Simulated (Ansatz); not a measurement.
System: FeGe2 (I4/mcm, No. 140; cell taken from a computed entry). Method: r²SCAN-D4 in Ansatz (plane waves, PAW).

Run with plane-wave cutoff 500 eV, 10×10×10 k mesh, Fermi–Dirac smearing 0.05 eV, spin-polarised start, scalar-relativistic PAW data made under PBE.

Computed at the level's own relaxed cell.

Predict the volume per atom, lattice parameter a and c axis length.


* **volume per atom**: 14.15 Å³/atom
* **lattice parameter a**: 5.893 Å
* **c axis length**: 4.888 Å

The run finds no gap.

Note: the magnetic order was assumed, not searched for or taken from measurement; the relaxation could not lower the start's symmetry, so the cell can be a saddle point above a distorted one.

Static lattice: no zero-point or thermal effects.

Ansatz is a quantum-chemistry and plane-wave program.
